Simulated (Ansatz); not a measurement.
The starting structures come from a database of crystals and need not be the phases stable at ambient conditions.

 Where the default PAW files enter, the runs use the earlier of Ansatz's two default sets.

By PBEsol, the system below comes out a metal.

Consider the following.

```
CELL_PARAMETERS angstrom
      2.76381     0.00000     0.00000
     -1.15657     4.95391     0.00000
      0.01267     0.62406     2.68765
ATOMIC_POSITIONS crystal
  Au 0.66596 0.27406 0.32714
  Au 0.33404 0.72594 0.67286
```

Space group of this cell: P-1. The cell is strained (all lengths scaled by 0.98); by PBEsol its mean pressure is -0.5 GPa.

The current flows along the normal of the first two printed cell vectors. No spin-orbit coupling; the value is a mean over 0.1 eV about the Fermi level.

State the ballistic conductance per area according to Ansatz (a quantum-chemistry and plane-wave program) with PBEsol.

0.84 × 10¹⁵ S/m² for both spins.
